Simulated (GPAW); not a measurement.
## GPAW run on Sr (P6_3/mmc, 2 atoms in the cell): self-consistent single point

Level of theory: PBEsol, GPAW PAW datasets PBEsol (made by gpaw-setup) (plane waves; GPAW 25.7.0).

Input:

```python
from ase import Atoms
from ase.units import GPa
from gpaw import GPAW

atoms = Atoms(['Sr', 'Sr'],
              cell=[[4.258618, 0.000000, 0.000000],
                    [-2.129309, 3.688071, 0.000000],
                    [0.000000, 0.000000, 6.974819]],
              scaled_positions=[[0.333333, 0.666667, 0.250000],
                                [0.666667, 0.333333, 0.750000]],
              pbc=True)

calc = GPAW(mode={'name': 'pw', 'ecut': 550},
            xc='PBEsol',
            kpts={'size': (12, 12, 7), 'gamma': True},
            occupations={'name': 'methfessel-paxton', 'width': 0.272, 'order': 0},
            nbands=-8,
            convergence={'density': 1e-05, 'energy': 1e-05},
            symmetry={'symmorphic': False, 'tolerance': 0.0005},
            maxiter=150,
            txt='-')

atoms.calc = calc

energy = atoms.get_potential_energy()
print('Energy (eV):', round(energy, 6))
forces = atoms.get_forces()
print('Forces (eV/Ang):')
print(forces.round(5))
stress = atoms.get_stress()
print('Stress (GPa, Voigt):', (stress / GPa).round(4))
```

Log, with long lists cut:

```
Input parameters:
  convergence: {density: 1e-05,
                energy: 1e-05}
  kpts: {gamma: True,
         size: (12, 12, 7)}
  maxiter: 150
  mode: {ecut: 550,
         name: pw}
  nbands: -8
  occupations: {name: methfessel-paxton,
                order: 0,
                width: 0.272}
  symmetry: {symmorphic: False,
             tolerance: 0.0005}
  xc: PBEsol

species:
  Sr:
    name: Strontium
    Z: 38.0
    valence: 10
    core: 28
    charge: 0.0
    file: Sr.PBEsol.gz

    # Using partial waves for Sr as LCAO basis

Reference energy: -172889.171290  # eV

Spin-paired calculation

Convergence criteria:
 Maximum [total energy] change in last 3 cyles: 1e-05 eV / valence electron
 Maximum integral of absolute [dens]ity change: 1e-05 electrons / valence electron
 Maximum integral of absolute [eigenst]ate change: 4e-08 eV^2 / valence electron
 Maximum number of scf [iter]ations: 150

Symmetries present (total): 24
Symmetries with fractional translations: 12
1008 k-points: 12 x 12 x 7 Monkhorst-Pack grid + [1/24,1/24,0.000000]
76 k-points in the irreducible part of the Brillouin zone
       k-points in crystal coordinates                weights
   0:    -0.00000000   -0.00000000    0.00000000          1/1008
   1:    -0.00000000   -0.00000000    0.14285714          2/1008
   2:    -0.00000000   -0.00000000    0.28571429          2/1008
   [... 7 lines left out ...]
          ...
  75:     0.50000000    0.50000000    0.42857143          6/1008

Wave functions: Plane wave expansion
  Cutoff energy: 550.000 eV
  Number of coefficients (min, max): 3181, 3234
  Pulay-stress correction: 0.000000 eV/Ang^3 (de/decut=0.000000)

Occupation numbers: Methfessel-Paxton:
  width: 0.2720  # eV
  order: 0

Eigensolver

Densities:
  Coarse grid: 24*24*40 grid
  Fine grid: 48*48*80 grid
  Total Charge: 0.000000

Density mixing:
  Method: separate
  Backend: pulay
  Linear mixing parameter: 0.05
  old densities: 5
  Damping of long wavelength oscillations: 50

Hamiltonian:
  XC and Coulomb potentials evaluated on a 48*48*80 grid
  External potential:
    NoExternalPotential

XC parameters: PBEsol with 2 nearest neighbor stencil

Number of atoms: 2
Number of atomic orbitals: 10
Number of bands in calculation: 18
Number of valence electrons: 20
Bands to converge: occupied

Density initialized from atomic densities
  10 bands from LCAO basis set
  8 bands from random numbers

Atomic positions and initial magnetic moments

Positions:
   0 Sr    -0.000002    2.458715    1.743705    ( 0.0000,  0.0000,  0.0000)
   1 Sr     2.129311    1.229356    5.231114    ( 0.0000,  0.0000,  0.0000)

Unit cell:
           periodic     x           y           z      points  spacing
  1. axis:    yes    4.258618    0.000000    0.000000    24     0.1537
  2. axis:    yes   -2.129309    3.688071    0.000000    24     0.1537
  3. axis:    yes    0.000000    0.000000    6.974819    40     0.1744

  Lengths:   4.258618   4.258618   6.974819
  Angles:   90.000000  90.000000 120.000003

Effective grid spacing dv^(1/3) = 0.1682

     iter     time        total  log10-change:
                         energy   eigst   dens
iter:   1 --:--:--    -3.664261
iter:   2 --:--:--    -3.800197   -1.13  -1.60
iter:   3 --:--:--    -3.775121   -1.94  -1.62
iter:   4 --:--:--    -3.739105   -2.19  -1.71
iter:   5 --:--:--    -3.740131   -3.40  -2.18
iter:   6 --:--:--    -3.736894   -3.80  -2.19
iter:   7 --:--:--    -3.738683   -4.16  -2.28
iter:   8 --:--:--    -3.738672   -5.34  -3.32
iter:   9 --:--:--    -3.738680c  -6.19  -3.35
iter:  10 --:--:--    -3.738623c  -6.13  -3.50
iter:  11 --:--:--    -3.738623c  -7.65c -4.15
iter:  12 --:--:--    -3.738620c  -8.09c -4.19
iter:  13 --:--:--    -3.738617c  -8.10c -4.69
iter:  14 --:--:--    -3.738617c  -9.08c -5.30c

Converged after 14 iterations.

Dipole moment: (0.000000, -0.000000, -0.000000) |e|*Ang

Energy contributions relative to reference atoms: (reference = -172889.171290)

Kinetic:         -2.529727
Potential:       +5.578909
External:        +0.000000
XC:              -6.437612
Entropy (-ST):   -0.101931
Local:           -0.299222
SIC:             +0.000000
--------------------------
Free energy:     -3.789582
Extrapolated:    -3.738617

Showing only first 2 kpts
 Kpt  Band  Eigenvalues  Occupancy
  0     8     -0.18149    2.00000
  0     9      2.34567    2.00000
  0    10      3.53895    0.72936
  0    11      5.79984    0.00000

  1     8     -0.09910    2.00000
  1     9      2.08785    2.00000
  1    10      3.73826    0.16689
  1    11      5.68893    0.00000

Fermi level: 3.47241

No gap
No difference between direct/indirect transitions
Energy (eV): -3.738617

Forces in eV/Ang:
  0 Sr    0.00000   -0.00000    0.00000
  1 Sr    0.00000    0.00000    0.00000

Stress tensor:
     0.002966    -0.000000     0.000000
    -0.000000     0.002966     0.000000
     0.000000     0.000000     0.002898
Stress (GPa, Voigt): [ 0.4753  0.4753  0.4644  0.      0.     -0.    ]
```

The run converged in 14 iterations. GPAW prints stress with tension positive.

The starting cell comes from a database of computed structures (which also holds hypothetical and non-ambient phases and stackings), without a prior relaxation at this level. Its lattice was rescaled by a random factor within 2.5 % of one.

Cost on one core of a shared machine: roughly 30 s.
